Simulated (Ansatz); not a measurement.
## Lattice parameter a of zinc-blende LiF (model structure) at several levels of theory

No measured value is used here.

```csv
level (code),value (Å)
LDA (Ansatz),___
PBE (Ansatz),4.364
PBEsol (Ansatz),4.311
PBE-D3(BJ) (Ansatz),4.302
PBE-D4 (Ansatz),4.341
rVV10 (Ansatz),4.315
r²SCAN (Ansatz),___
r²SCAN-D4 (Ansatz),4.281
r²SCAN+rVV10 (Ansatz),___
HSE06 (Ansatz),4.310
```

Complete the blanks.


- LDA (Ansatz, a program for electronic structure), value (Å): 4.205
- r²SCAN (Ansatz), value (Å): 4.290
- r²SCAN+rVV10 (Ansatz), value (Å): 4.274

K meshes differ between the levels. Ansatz's density-functional and Hartree–Fock values are scalar-relativistic unless marked +SOC, with PAW data made under PBE.

A model structure was made by putting elements into a prototype or built by hand; it is no filed structure, need not be a known phase, and can be a saddle point held by its symmetry.
